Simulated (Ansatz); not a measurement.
Input:

```yaml
crystal:
  lattice:
    - [0.00000, 2.22615, 2.22615]
    - [2.22615, 0.00000, 2.22615]
    - [2.22615, 2.22615, 0.00000]
  atoms:
    - { symbol: C, position: [0.00000, 0.00000, 0.00000] }
    - { symbol: Ti, position: [0.50000, 0.50000, 0.50000] }
```

No spin polarisation.

Calculations: Ansatz (a first-principles code) r2SCAN, without spin-orbit coupling, earlier PAW set. Γ-centred 23×23×23 mesh, Fermi–Dirac width 0.1 eV.

Task: Predict the band gap, space group and pressure.

Result: The band gap is zero, the space group is Fm-3m (No. 225) and the pressure is -18.7 GPa.

The cells carry an imposed strain or load. No phonon test of stability was made. The final runs are not spin-polarised. The cell was made from TiC in the rock salt structure (space group Fm-3m, No. 225) by this change: isotropic strain +2.86 %.
